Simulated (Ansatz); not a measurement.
Start from ZrC in the rock salt structure (space group Fm-3m, No. 225; a = 4.709 Å).

(Cell as relaxed with PBE.)

Levels (all Ansatz, an electronic-structure program, PAW): PBE (420 eV, no spin-orbit coupling); r2SCAN (500 eV, without spin-orbit coupling).

Each level relaxes its own structure.

```json
[
 {"quantity": "volume per atom", "PBE": "13.05 Å³", "r2SCAN": "___"},
 {"quantity": "lattice parameter a", "PBE": "4.709 Å", "r2SCAN": "___"},
 {"quantity": "band gap", "PBE": "zero", "r2SCAN": "___"}
]
```

Task: Predict the r2SCAN column.

Result: 
- volume per atom, r2SCAN: 13.07 Å³
- lattice parameter a, r2SCAN: 4.711 Å
- band gap, r2SCAN: zero

PBE's volume per atom lies 0.02 Å³ below r2SCAN's (0.2 %); PBE's lattice parameter a lies 0.0027 Å below r2SCAN's (0.1 %); the two agree on the band gap. Neither level is exact; r2SCAN is the comparison here, not a measurement.

Whether these cells are dynamically stable was not tested. All final runs are without spin polarisation.
